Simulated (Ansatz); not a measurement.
PBE against PBEsol: hypothetical Fm-3m BeBr2, pressure 9 GPa

Start from BeBr2 in the fluorite structure (space group Fm-3m, No. 225; a = 6.485 Å; a hypothetical phase, not in the database extracts checked).

(Cell as relaxed with PBE.)

Levels (all Ansatz, a first-principles code, PAW): PBE (420 eV, no spin-orbit coupling); PBEsol (420 eV, no SOC).

Each level relaxes its own structure.

```csv
base,PBE,PBEsol
volume per atom,22.72 Å³,21.77 Å³
lattice parameter a,6.485 Å,6.393 Å
band gap,0.23 eV,0.30 eV
```

Modification: cell and atoms relaxed at a pressure of 9 GPa.

```json
[
 {"quantity": "hole mass", "PBE": "0.24 mₑ along k, 2.0 mₑ across (at X)", "PBEsol": "0.23 mₑ along k, 1.9 mₑ across (at X)"},
 {"quantity": "lattice parameter a", "PBE": "6.193 Å", "PBEsol": "6.129 Å"},
 {"quantity": "band gap", "PBE": "0.51 eV", "PBEsol": "0.29 eV"},
 {"quantity": "shift of the gap caused by the change", "PBE": "+0.28 eV", "PBEsol": "-0.01 eV"},
 {"quantity": "electron mass", "PBE": "1.6 mₑ along k, 0.41 mₑ across (at X)", "PBEsol": "1.6 mₑ along k, 0.39 mₑ across (at X)"}
]
```

PBE's lattice parameter a lies 0.0633 Å above PBEsol's (1.0 %); PBE's band gap lies 0.22 eV above PBEsol's; PBE's shift of the gap caused by the change lies 0.283 eV above PBEsol's. Neither level is exact; PBEsol is the comparison here, not a measurement.

Load acts through the strain it causes; cell and atoms are relaxed under it. Effective masses come from finite differences of ±0.01 Å⁻¹. Along k means along the line from Γ to the band edge. Whether these cells are dynamically stable was not tested. Competing high-pressure phases were not computed. The zero or small gap of BeBr2 can change with the level of theory.
